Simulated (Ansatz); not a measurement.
Amorphous cells of Ga, O, Si: the gap between the highest filled and lowest empty level at the zone centre, by PBE and by a single point of r2SCAN on the same geometry (PBE, scalar-relativistic without spin-orbit coupling (plane waves to 420 eV, PAW; Ansatz, a first-principles code); r2SCAN at 500 eV). The networks come from melt-quench runs on the CHGNet potential at compositions and starting densities chosen by hand, with anions pushed apart in the CHGNet dynamics, and DFT then relaxed them. The cells are small and were quenched far faster than real films, so single cells scatter. Defect or tail levels can set these gaps. The rows are the first to finish with both values and no moments.

```
cell                         PBE gap x (eV)  r2SCAN gap y (eV)
---------------------------  --------------  -----------------
A (Ga24O38Si, 4.85 g/cm3)              1.42               1.95
B (Ga24O38Si, 4.84 g/cm3)              1.62           withheld
C (Si12Ga12O42, 3.33 g/cm3)            2.82               3.39
D (Si24O51Ga2, 2.36 g/cm3)             3.47               4.07
E (Si24O51Ga2, 2.36 g/cm3)             4.26               4.87
F (Si24O51Ga2, 2.36 g/cm3)             4.59               5.24
```

### Question
Fit a straight line through the 5 full rows and predict the withheld value for B (Ga24O38Si, 4.84 g/cm3).

### Answer
Means: x = 3.312, y = 3.904. Slope = Σ(Δx Δy) / Σ(Δx²) = 6.599 / 6.379 = 1.03; the r.m.s. residual is 0.010. Prediction: 3.904 + 1.03 × (1.62 − 3.312) = 2.15. The run gave 2.15, 0.00 below the line.
